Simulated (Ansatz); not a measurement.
**How a calculation on TaAs (I4_1md, 4 atoms in the cell) responds to its settings**

```
CELL_PARAMETERS angstrom
     -1.75212     1.75212     5.97122
      1.75212    -1.75212     5.97122
      1.75212     1.75212    -5.97122
ATOMIC_POSITIONS crystal
  Ta 0.49997 0.99997 0.50000
  Ta 0.74997 0.74997 0.00000
  As 0.08263 0.58263 0.50000
  As 0.33263 0.33263 0.00000
```

Base run A: LDA (PW92), PAW files made with PBE (Ansatz, a quantum-chemistry and plane-wave program), self-consistent single point.

Its settings: kpoints.mp_grid.grid = 7 7 7; hamiltonian.xc = lda; hamiltonian.pseudopotentials = {kind: paw} (an earlier, softer set of the program's PAW files); scf.occupations.method = methfessel_paxton; scf.occupations.width = 0.1 eV.

The starting cell comes from a database of computed structures (which also holds hypothetical and non-ambient phases and stackings), without a prior relaxation at this level. Its lattice was rescaled by a random factor within 2.5 % of one. Spin polarisation is off. In the base run, with a pressure of about -15 GPa the cell is away from its equilibrium volume at this level. Ansatz's pressure includes its estimate of the finite-basis (Pulay) stress.

Total energies depend on the potentials, the functional and any Hubbard or dispersion term, so they are compared only between runs that share all of them.

Run A gave: pressure (GPa) -15.24; largest force (eV/Å) 0.003.

Runs:
- B: hamiltonian.pseudopotentials: {kind: paw} (an earlier, softer set of the program's PAW files) → {kind: paw_fr}; magnetization.noncollinear: default → true; magnetization.spin_orbit: default → true [LDA (PW92) with spin-orbit coupling]
- C: hamiltonian.pseudopotentials: {kind: paw} (an earlier, softer set of the program's PAW files) → {kind: paw_fr}; magnetization.noncollinear: default → true; magnetization.spin_orbit: default → false
- D: hamiltonian.xc: lda → pbe; hamiltonian.pseudopotentials: {kind: paw} (an earlier, softer set of the program's PAW files) → {kind: paw_fr}; magnetization.noncollinear: default → true; magnetization.spin_orbit: default → true [PBE with spin-orbit coupling]

Q: What does run D change against A?

A: The pressure goes from -15.24 to -6.49 GPa and the largest force hardly changes (0.003 to 0.001 eV/Å).

```
run  pressure (GPa)  largest force (eV/Å)
---  --------------  --------------------
A            -15.24                 0.003
B            -15.21                 0.006
C            -15.24                 0.003
D             -6.49                 0.001
```

Keys are those of Ansatz 0.2.
